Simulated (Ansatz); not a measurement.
Base system: GaN (space group P4_2/mnm, No. 136; a = 5.470 Å, c = 3.183 Å; a hypothetical phase, not in the database extracts checked).

Levels (all Ansatz, a program for electronic structure, PAW): PBEsol (420 eV, no spin-orbit coupling); r2SCAN (500 eV, scalar-relativistic without spin-orbit coupling); HSE06 (420 eV, no spin-orbit coupling).

One geometry, relaxed with PBEsol, under each level:

```tsv
level	band gap	lowest conduction level above the VBM at special points	pressure
PBEsol	1.87 eV	Γ 1.87 eV; X 4.13 eV; A 4.34 eV; M 4.59 eV	0.00 GPa
r2SCAN	2.33 eV	Γ 2.33 eV; X 4.67 eV; A 4.96 eV; M 5.19 eV	-0.15 GPa
HSE06	3.18 eV	Γ 3.18 eV; X 5.56 eV; A 5.72 eV	–
```

Single points use the geometry relaxed with PBEsol. Their cutoffs differ, which shifts pressures a little. HSE06 was sampled on its mesh, a few special points and the semilocal edge points, so its gap is an upper bound. No phonon test of stability was made.
